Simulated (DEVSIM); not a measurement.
Structure: Ti/Al2O3/n-Ge capacitor, at 300 K.

```
layer (left to right)  material  thickness (nm)  Nd (cm⁻³)
---------------------  --------  --------------  ---------
1                         Al2O3            6.00          -
2                            Ge            2200     7.1e16
```

Metal gate on the left, work function 4.33 eV. Fixed charge at the semiconductor interface 4.7e10 cm⁻² (in units of +e); interface traps 1e10 cm⁻² eV⁻¹, uniform in energy, neutral level at 0.5 of the gap above the valence band.

The device is made up for the run: typed textbook-type constants, with dimensions and the other settings drawn at random. Values at 300 K.

```
parameter      Al2O3       Ge
-------------  -----  -------
gap (eV)         6.8    0.664
affinity (eV)   1.35        4
permittivity       9       16
Nc (cm⁻³)          -  1.04e19
Nv (cm⁻³)          -     6e18
```

Model (solved in DEVSIM): 1D Poisson equation in equilibrium, Boltzmann statistics, complete ionisation; no quantum confinement or tunnelling. Metal contacts follow the ideal Schottky-Mott rule: no Fermi-level pinning, no interface dipoles.

### Question
Tabulate band edges, carrier densities and field at -0.15 V on the gate.

### Answer
Energies count from the Fermi level of the right contact; mesh points crowd at the junctions.

```
x (μm)    Ec (eV)  Ev (eV)  n (cm⁻³)  p (cm⁻³)  field (V/cm)
--------  -------  -------  --------  --------  ------------
0.000       3.130   -3.670     < 1e2     < 1e2       -120000
0.001100    3.116   -3.683     < 1e2     < 1e2       -120000
0.002730    3.096   -3.704     < 1e2     < 1e2       -120000
0.004590    3.074   -3.726     < 1e2     < 1e2       -120000
0.006081    0.406   -0.258    1.6e12    2.8e14        -64000
0.007369    0.398   -0.266    2.2e12    2.0e14        -62000
0.01017     0.381   -0.283    4.2e12    1.0e14        -60000
0.01907     0.330   -0.334    2.9e13    1.5e13        -53000
0.03482     0.257   -0.407    5.1e14    8.6e11        -40000
0.06589     0.168   -0.496    1.6e16    2.8e10        -17000
0.1335      0.130   -0.534    6.8e16     6.4e9          -640
0.3482      0.129   -0.535    7.1e16     6.2e9           ≈ 0
0.7041      0.129   -0.535    7.1e16     6.2e9           ≈ 0
1.367       0.129   -0.535    7.1e16     6.2e9           ≈ 0
1.893       0.129   -0.535    7.1e16     6.2e9           ≈ 0
2.058       0.129   -0.535    7.1e16     6.2e9           ≈ 0
2.134       0.129   -0.535    7.1e16     6.2e9           ≈ 0
2.172       0.129   -0.535    7.1e16     6.2e9           ≈ 0
2.194       0.129   -0.535    7.1e16     6.2e9           ≈ 0
2.201       0.129   -0.535    7.1e16     6.2e9           ≈ 0
2.204       0.129   -0.535    7.1e16     6.2e9           ≈ 0
2.206       0.129   -0.535    7.1e16     6.2e9           ≈ 0
```
